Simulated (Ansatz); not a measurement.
Base system: ZnS in the zinc blende structure (space group F-43m, No. 216; a = 5.389 Å). Axes: x, y, z lie along the cube axes.

The change: a free-standing slab of 4 layers (8 atoms, 2 a layer) is cut normal to [110], with 15 Å of vacuum and the in-plane cell held at bulk.

The values are results of r2SCAN (Ansatz, a first-principles code, PAW, without spin-orbit coupling), not measurements.

**Question.** Give the band edges at the high-symmetry points of the new zone, measured from its valence-band maximum.

**Answer.** 
```
point  valence edge (eV)  conduction edge (eV)
-----  -----------------  --------------------
Γ                   0.00                  3.01
X                  -0.94                  3.61
Z                  -0.59                  4.06
U                  -0.88                  4.06
```

The gap is 3.01 eV, direct at Γ.

No phonon test of stability was made. Labels are those of the standard path for the cell's own space group.
